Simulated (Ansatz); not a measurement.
Band structure of Fe4N (Pm-3m, 5 atoms in the cell).

```
Fe4N
1.0
    3.67367     0.00000     0.00000
    0.00000     3.67367     0.00000
    0.00000     0.00000     3.67367
Fe N
4 1
Direct
  0.00000   0.50000   0.50000
  0.50000   0.00000   0.50000
  0.50000   0.50000   0.00000
  0.00000   0.00000   0.00000
  0.50000   0.50000   0.50000
```
Moments meant for the start (each program seeds them in its own way; μB, in the order of the atoms Fe Fe Fe Fe N): 4.0 4.0 4.0 4.0 0.0.

Method of the run: PBEsol, PAW files made with PBE (plane waves; Ansatz, a quantum-chemistry and plane-wave program).

Settings: kpoints.mp_grid.grid = 7 7 7; hamiltonian.xc = pbesol; hamiltonian.pseudopotentials = {kind: paw} (the program's default PAW files); magnetization.spin_polarized = true; scf.occupations.method = fermi_dirac; scf.occupations.width = 0.1 eV; kpoints.band_path.npoints = 8.

The starting cell comes from a database of computed structures (which also holds hypothetical and non-ambient phases and stackings), without a prior relaxation at this level. The magnetic order is the one reached from the typed start; others were not searched systematically.

Levels in eV from the Fermi level, bands 36 to 43 of the first spin channel:
```
point     36     37     38     39     40    41    42    43
-----  -----  -----  -----  -----  -----  ----  ----  ----
Γ      -0.31  -0.25  -0.25  -0.25  -0.22  3.13  4.93  4.93
X      -0.99  -0.31  -0.29  -0.29  -0.26  3.13  4.05  7.03
M      -0.90  -0.33   0.45   0.45   0.52  1.06  5.44  5.44
R      -0.39  -0.39  -0.39  -0.36  -0.36  2.45  2.45  2.45
```

Bands cross the Fermi level along this path, so the cell is metallic at this level.

The net moment of the cell came out as 7.55 μB.

Keys are those of Ansatz 0.2.
